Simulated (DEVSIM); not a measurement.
Device: illuminated GaAs p-on-n cell, one wavelength, at 400 K.

```
layer (left to right)  material  thickness (μm)  Nd (cm⁻³)  Na (cm⁻³)  τn (s)  τp (s)  absorption coefficient (cm⁻¹)
---------------------  --------  --------------  ---------  ---------  ------  ------  -----------------------------
1                          GaAs           0.240          -     1.6e18  5.9e-8  7.2e-9                          19000
2                          GaAs            1.40       4e16          -  6.5e-8  6.5e-8                          19000
```

Left contact: ohmic, minority electron recombination velocity 2e5 cm/s. Right contact: ohmic, minority hole recombination velocity 3e5 cm/s. Voltage is applied to the left contact. Recombination: SRH at mid-gap, radiative, Auger. Light enters at the left, 7.3e17 photons cm⁻² s⁻¹, one pass, no reflection. Mobility is constant in doping. Where it depends on doping, it is μmin + (μ − μmin)/(1 + (N/Nref)^α).

Constants are typed, rounded textbook-type inputs, not results; the design itself was drawn at random and stands for no fabricated device. Values at 300 K; Nc and Nv go as T^1.5, mobilities as T to minus their exponent, the gap by Varshni's rule with the affinity fixed. The table also holds parameters that only a changed run uses.

```csv
parameter,GaAs
gap (eV),1.424
affinity (eV),4.07
permittivity,12.9
Nc (cm⁻³),4.7e17
Nv (cm⁻³),9e18
μn (cm²/Vs),8500
μp (cm²/Vs),400
"μn,min",500
"μp,min",20
"Nref,n",6e16
"Nref,p",1.5e17
αn,0.39
αp,0.38
T exponent of μn,2.1
T exponent of μp,2.2
B (cm³/s),2e-10
Cn (cm⁶/s),1e-30
Cp (cm⁶/s),1e-30
Varshni α (eV/K),0.000541
Varshni β (K),204
```

DEVSIM, 1D drift-diffusion, Boltzmann statistics, complete ionisation; no tunnelling, impact ionisation, image-force lowering or self-heating.

Base results: fill factor 0.81; share of generated pairs collected at short circuit 0.881; largest power (mW/cm²) 63.0; dark forward voltage at 100 A/cm² (V) 1.039.

### Question
What follows from this one change: thickness of layer 1 0.24 → 0.72 μm?

### Answer
fill factor 0.81 → 0.82; share of generated pairs collected at short circuit 0.881 → 0.915; largest power 63.0 → 68.3 mW/cm²; dark forward voltage at 100 A/cm² little changed (1.039 V).

### Question
What follows from this one change: recombination velocity at the right contact 300000 → 10 cm/s?

### Answer
fill factor 0.81 → 0.83; share of generated pairs collected at short circuit 0.881 → 0.989; largest power 63.0 → 78.7 mW/cm²; dark forward voltage at 100 A/cm² 1.039 → 1.105 V.

### Question
What follows from this one change: doping-dependent mobility in place of the constant one?

### Answer
fill factor little changed (0.81); share of generated pairs collected at short circuit 0.881 → 0.862; largest power little changed (62.4 mW/cm²); dark forward voltage at 100 A/cm² 1.039 → 1.051 V.
